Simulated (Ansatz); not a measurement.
## Carrier doping in hypothetical P6_422 BeS

Base system: BeS (space group P6_422, No. 181; a hypothetical phase, not in the database extracts checked).

```
BeS
1.0
    3.45194     0.00000     0.00000
   -1.72597     2.98947     0.00000
    0.00000     0.00000     7.81166
Be S
3 3
Direct
  0.00000   0.50000   0.33333
  0.50000   0.50000   0.66667
  0.50000   0.00000   0.00000
  0.00000   0.50000   0.83333
  0.50000   0.50000   0.16667
  0.50000   0.00000   0.50000
```

Carriers are added at fixed cell with a uniform background; the Fermi–Dirac width is that of 300 K.

Computed with PBE in Ansatz (plane waves to 420 eV, PAW, no spin-orbit coupling).

Notes on the quantities. Fermi level from band edge: Fermi level relative to the doped band's edge (positive inside the band; to 0.05 eV).

```tsv
variant	Fermi level from band edge	gap between the host's bands
undoped	–	2.67 eV
electrons 3.0×10^21 cm⁻³	+0.50 eV	2.64 eV
electrons 7.0×10^21 cm⁻³	+0.75 eV	2.60 eV
electrons 1.0×10^22 cm⁻³	+0.90 eV	2.57 eV
electrons 2.0×10^22 cm⁻³	+1.30 eV	2.50 eV
holes 3.0×10^21 cm⁻³	+0.45 eV	2.75 eV
holes 7.0×10^21 cm⁻³	+0.70 eV	2.84 eV
holes 1.0×10^22 cm⁻³	+0.80 eV	2.91 eV
holes 2.0×10^22 cm⁻³	+0.95 eV	3.16 eV
```

Charged cell with a jellium background: band edges are those of the host's band count, energies are not comparable with the neutral cell, and many-body gap narrowing is missing. No phonon test of stability was made. The base started in P3_121 and relaxed to P6_422 at this level.

Ansatz is a quantum-chemistry and plane-wave program.
